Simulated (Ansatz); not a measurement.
Worked example: relaxation of cell and atoms of BaAlGeH (P3m1, 4 atoms in the cell) in Ansatz (a program for electronic structure).

Level of theory: PBEsol, default PAW files made with PBE (plane waves; Ansatz).

The change in words: atoms on their sites; basis.ecutwfc: 420 eV → 840 eV; relax: default → cell and atoms. Reference geometry:
```
CELL_PARAMETERS angstrom
      4.36041     0.00000     0.00000
     -2.18020     3.77622     0.00000
      0.00000     0.00000     5.22380
ATOMIC_POSITIONS crystal
  Ba 0.33333 0.66667 0.10859
  Al 0.00000 0.00000 0.64135
  Ge 0.66667 0.33333 0.55274
  H  0.00000 0.00000 0.97289
```

Reference input (self-consistent single point, DFT, PBEsol, plane waves, default PAW files made with PBE): basis.ecutwfc = 420 eV; kpoints.mp_grid.grid = 7 7 5; hamiltonian.xc = pbesol; hamiltonian.pseudopotentials = {kind: paw} (the program's default PAW files); scf.occupations.method = fixed. This run's input differs from it in these lines:

Ansatz 0.2 input:
```diff
@@ -6,3 +6,3 @@
   atoms:
-    - { symbol: Ba, position: [0.333333, 0.666667, 0.108592] }
+    - { symbol: Ba, position: [0.333333, 0.666667, 0.099020] }
     - { symbol: Al, position: [0.000000, 0.000000, 0.641350] }
@@ -11,3 +11,3 @@
 basis:
-  ecutwfc: 420.0
+  ecutwfc: 840.0
 kpoints:
@@ -19,2 +19,4 @@
   occupations: { method: fixed }
+relax:
+  cell: {}
 output:
```

The program printed (abridged):

```
   [... SCF lines of the steps left out ...]
relax step   1: F+E_penalty+E_count = -10658.53713662 eV  Δ(F+E_penalty+E_count) = +0.000e0 eV  max|allowed force component| = 1.148e-1 eV/Å  Δτ_max = 0.0000 Å  P = -1.653 GPa  Ω = 86.014 Å³  (7 SCF iters, dr2 threshold 1.00e-7 eV, accepted)
relax step   2: F+E_penalty+E_count = -10658.43676209 eV  Δ(F+E_penalty+E_count) = +1.004e-1 eV  max|allowed force component| = 8.903e-1 eV/Å  Δτ_max = 0.1417 Å  P = +2.761 GPa  Ω = 79.407 Å³  energy of the carried Pulay correction = +2.820e-5 eV  [...]
   [... lines left out ...]
relax step   5: F+E_penalty+E_count = -10658.55795841 eV  Δ(F+E_penalty+E_count) = -6.166e-4 eV  max|allowed force component| = 7.646e-3 eV/Å  Δτ_max = 0.0127 Å  P = -0.008 GPa  Ω = 82.590 Å³  energy of the carried Pulay correction = +1.434e-5 eV  [...]
relax step   6: F+E_penalty+E_count = -10658.55794639 eV  Δ(F+E_penalty+E_count) = +1.202e-5 eV  max|allowed force component| = 7.608e-3 eV/Å  Δτ_max = 0.0000 Å  P = -0.008 GPa  Ω = 82.590 Å³  stress off target by 9.83e-3 GPa  SCF on the basis [...]
basis re-selected at this cell: Δ(F+E_penalty+E_count) = +1.202e-5 eV, ΔP = -0.000 GPa vs the last step
the relaxation is at rest under the 6 symmetry operations that the run kept from its start: a minimum is not shown …
Stability not checked: this state was not tested for a lower state beside it, because too few of the mixer's solves of this state at the end of the SCF gave a …
Free energy (F): -10658.557946 eV
Internal energy: -10658.557946 eV  (E = F + TS)
   [... lines left out ...]
Fermi energy:    7.801704 eV
  cell:  # Å, volume = 82.5904 Å³
   [... lines left out ...]
  atoms:
    - { symbol: Ba, position: [0.33333333333333326, 0.6666666666666665, 0.09765546792275573] }
    - { symbol: Al, position: [3.6789441474399816e-35, 4.781388231279344e-35, 0.6367059882580084] }
    - { symbol: Ge, position: [0.6666666666666666, 0.33333333333333326, 0.5522691994759938] }
    - { symbol: H, position: [-5.739436106667546e-35, -6.693943523791081e-35, 0.9793693443432421] }
```

The run converged. 

Summary of the result:
| Item | Value |
|---|---|
| Free energy E − TS (on the zero of these files) | -10658.5579 eV |
| Top of the valence band (on the code's own zero) | 7.80 eV |
| Gap on the k-point mesh | 0.80 eV |
| Pressure | -0.01 GPa |
| Largest force (vector length) | 0.008 eV/Å |
| Final cell | a = 4.3299 Å, b = 4.3299 Å, c = 5.0868 Å, α = 90.00°, β = 90.00°, γ = 120.00° |
| Final volume per atom | 20.65 Å³ |
| Relaxation steps | 6 |

The starting cell comes from a database of computed structures (which also holds hypothetical and non-ambient phases and stackings), without a prior relaxation at this level. Its lattice was rescaled by up to half a per cent. The relaxation keeps the symmetry of its start, so its end need not be a minimum. Ansatz's pressure includes its estimate of the finite-basis (Pulay) stress.

Cost on one core of a shared machine: roughly 80 s.
